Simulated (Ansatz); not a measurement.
Base system: ZnF$_{2}$ in the rutile structure (space group P4_2/mnm, No. 136).

```
CELL_PARAMETERS angstrom
      4.80114     0.00000     0.00000
      0.00000     4.80114     0.00000
      0.00000     0.00000     3.17490
ATOMIC_POSITIONS crystal
  Zn 0.00000 0.00000 0.00000
  Zn 0.50000 0.50000 0.50000
  F  0.30440 0.30440 0.00000
  F  0.80440 0.19560 0.50000
  F  0.19560 0.80440 0.50000
  F  0.69560 0.69560 0.00000
```

The values are results of PBE in Ansatz (plane waves to 420 eV, PAW, without spin-orbit coupling), not measurements.

Strains are applied to the cell and any free atomic positions relax.

One change was made to it. Results:

```tsv
quantity	base	after
electron mass	0.41 mₑ along c, 0.45 mₑ across (at Γ)	0.40 mₑ along c, 0.45 mₑ across (at Γ)
pressure (mean of the normal stresses, compression positive)	0.00 GPa	-4.58 GPa
mean gap deformation potential ΔEg/Δln V	–	-1.9 eV
```

**Question.** Which change produced these results?
A. isotropic strain +1.80 %
B. isotropic strain +3.00 %
C. isotropic strain +0.60 %
D. isotropic strain +2.40 %

**Answer.** A, isotropic strain +1.80 %. For comparison, the pressure in the other runs: isotropic strain +0.60 % gives -1.69 GPa; isotropic strain +2.40 % gives -5.83 GPa; isotropic strain +3.00 % gives -6.92 GPa.

Effective masses come from finite differences of ±0.01 Å⁻¹. Stability against distortions was not tested.

Ansatz is a first-principles code.
